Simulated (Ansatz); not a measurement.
LiNbO3: pressure series

The parent structure is LiNbO3 (space group R3c, No. 161; a = 5.190 Å, c = 14.016 Å (hexagonal axes)).

Cell and atoms are relaxed at each pressure.

Calculations: plane-wave PAW DFT at the PBE level (Ansatz, a program for electronic structure, 420 eV), scalar-relativistic without spin-orbit coupling, earlier PAW set.

```tsv
variant	lattice parameter a	smallest direct gap	gap character
base	5.190 Å	3.59 eV	indirect, k = (0.125, 0.125, 0.125) in the run's primitive reciprocal basis → S₀
pressure 1.8 GPa	5.159 Å	3.62 eV	indirect, k = (0.125, 0.125, 0.125) in the run's primitive reciprocal basis → S₀
pressure 30 GPa	4.862 Å	3.70 eV	indirect, k = (0, 1/4, -1/4) in the run's primitive reciprocal basis → Γ–S₀ (88 % along)
pressure 45 GPa	4.777 Å	3.61 eV	indirect, Γ–S₀ (75 % along) → k = (0, 1/4, -3/8) in the run's primitive reciprocal basis
```

Load acts through the strain it causes; cell and atoms are relaxed under it. Whether these cells are dynamically stable was not tested. Competing high-pressure phases were not computed.
